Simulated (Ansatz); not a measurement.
An Ansatz (a first-principles code) run: CsSnI3 with a change (biaxial strain +1.55 %, plane normal [111], relaxed out of plane); r2SCAN (Ansatz, PAW, without spin-orbit coupling), earlier PAW set.

Input:

Ansatz 0.2 input:
```yaml
crystal:
  lattice:
    - [8.9400870554, 0, 0]
    - [4.4700435277, 7.742342502, 0]
    - [4.4700435277, -2.580780834, 3.5662131942]
  atoms:
    - { symbol: Cs, position: [0, 0, 0] }
    - { symbol: Sn, position: [0, 0.5, 0.5] }
    - { symbol: I, position: [0, 0.5, 0] }
    - { symbol: I, position: [0.5, 0.5, 0] }
    - { symbol: I, position: [0.5, 0, 0] }
basis: { ecutwfc: 500, ecutrho_ratio: 4, xc_grid: 4, fft_grid_basis: typed }
kpoints: { mp_grid: { grid: [6, 6, 6] } }
hamiltonian:
  xc: r2scan
  dispersion: none
  pseudopotentials: { azcp: { folder: ./paw }, kind: paw }
scf: { occupations: { method: fermi_dirac, width: 0.05 } }
relax: { f_tol: 0.005, max_steps: 50, cell: { stress_tol: 0.01, fix: [a, b, gamma] } }
output: { forces: true, stress: true }
checkpoint: { write: state.ck, write_every: 1000 }
```

Output (explanatory and most iteration lines left out):

```
Relaxation: its limit of steps is 50 (relax.max_steps)
Pseudopotential: Cs, paw, valence charge 9
Pseudopotential: Sn, paw, valence charge 14
Pseudopotential: I, paw, valence charge 17
Crystal: 5 atoms, lattice volume = 246.843 Å³
Basis set: ecut = 500 eV, 6265 PW (Γ), exchange–correlation on 288×288×192 points (64 copies of the dense FFT grid, shifted against one another)
Bands: 45, of which v1, the nominal top of the filled ones, is band 37 counted from 1 (36 counted from 0)
Symmetry: 12 space group operations
Space group: R-3m (ITA 166), of the structure as read, at distance tolerance 6.3e-5 Å
k-points: 32 of 216
Functional: x = r2scan, c = r2scan; τ floored in thin density (d = 2e-4 eV/Å³)
SCF iter   1: F=—  HF=-34315.426088 eV  |F-HF|=—  |Δ(HF+E_count)|=         —  Δρ=2.38e-2  dr2=2.75e0  dr2_τ=6.27e-3  ethr=3.10e-3  ⟨swp⟩=10.3  Hψ=7102  notcnv=0  defer=1
SCF iter   2: F=—  HF=-34314.574202 eV  |F-HF|=—  |Δ(HF+E_count)|=   8.52e-1  Δρ=1.00e-2  dr2=6.01e-1  dr2_τ=2.08e-3  ethr=3.10e-3  ⟨swp⟩=4.5  Hψ=2818  notcnv=0  defer=58
SCF 1 converged in 8 iterations: F = -34314.359631 eV  dr2 = 1.44e-8
relax step   1: F+E_penalty+E_count = -34314.35963069 eV  Δ(F+E_penalty+E_count) = +0.000e0 eV  max|allowed force component| = 1.020e-29 eV/Å  Δτ_max = 0.0000 Å  P = -0.380 GPa  Ω = 246.843 Å³  fix = [a, b, gamma]  reactions: a -0.458, b -0.458 GPa  (8 SCF iters, dr2 threshold 1.00e-7 eV, accepted)
[... steps on the carried basis left out ...]
relax step   3: F+E_penalty+E_count = -34314.36141490 eV  Δ(F+E_penalty+E_count) = -8.035e-4 eV  max|allowed force component| = 1.998e-29 eV/Å  Δτ_max = 0.0000 Å  P = -0.222 GPa  Ω = 244.452 Å³  energy of the carried Pulay correction = +1.306e-4 eV  fix = [a, b, gamma]  reactions: a -0.335, b -0.335 GPa  (5 SCF iters, dr2 threshold 5.42e-8 eV, accepted)
Crystal: 5 atoms, lattice volume = 244.452 Å³
SCF iter   1: F=—  HF=-34314.361226 eV  |F-HF|=—  |Δ(HF+E_count)|=         —  Δρ=7.25e-6  dr2=3.38e-8  dr2_τ=4.80e-8  ethr=3.63e-7  ⟨swp⟩=3.5  Hψ=10933  notcnv=0
SCF iter   2: F=—  HF=-34314.361290 eV  |F-HF|=—  |Δ(HF+E_count)|=   6.40e-5  Δρ=3.84e-6  dr2=1.15e-8  dr2_τ=1.98e-9  ethr=4.57e-11  ⟨swp⟩=4.0  Hψ=3403  notcnv=0
SCF 4 converged in 6 iterations: F = -34314.361290 eV  dr2 = 2.73e-13
SCF converged after 6 iterations
Free energy (F): -34314.361290 eV
Internal energy: -34314.361221 eV  (E = F + TS)
E sigma→0 (E₀):  -34314.361255 eV
Entropy (-TS):   -0.000069 eV (-0.014 meV/atom)
Fermi energy:    5.194689 eV
--- Forces (eV/Å), atoms counted from 1 ---
  atom   1  Cs    -0.00000000    -0.00000000     0.00000000
  atom   2  Sn     0.00000000     0.00000000     0.00000000
  atom   3  I      0.00000000     0.00000000     0.00000000
  atom   4  I      0.00000000     0.00000000     0.00000000
  atom   5  I      0.00000000    -0.00000000     0.00000000
--- Stress (GPa, compression-positive) ---
       -0.335385       0.000000       0.000000
        0.000000      -0.335385      -0.000000
        0.000000       0.000000       0.002441
  P = ⅓ Tr σ = -0.2228 GPa (-2.228 kbar)
--- Relaxed structure (3 steps of the walk, 3 accepted, 1 SCFs on fresh bases) ---
  cell:  # Å, volume = 244.4517 Å³
    - [8.94008705538798, -1.0783765375755748e-50, 7.403357102807677e-52]
    - [4.47004352769399, 7.742342502010408, -3.226077243612322e-16]
    - [4.47004352769399, -2.5807808340034697, 3.531659896715961]
  atoms:
    - { symbol: Cs, position: [-2.1916877669419117e-36, 5.605003879611028e-37, 2.9252655307049336e-36] }
    - { symbol: Sn, position: [-1.1102230246251565e-16, 0.5, 0.5] }
    - { symbol: I, position: [-2.506203912383015e-17, 0.5, -6.162975822039155e-33] }
    - { symbol: I, position: [0.5, 0.5, -6.162975822039155e-33] }
    - { symbol: I, position: [0.5, 4.445839219093197e-37, 1.800163403515136e-36] }
```

Spin-orbit coupling, missing from the scalar runs, can matter with I. No phonon test of stability was made. The cell was made from CsSnI₃ in the cubic perovskite structure (space group Pm-3m, No. 221) by this change: biaxial strain +1.55 %, plane normal [111], relaxed out of plane. Many cubic perovskites are stable only at high temperature; tilts and polar distortions were not tested.
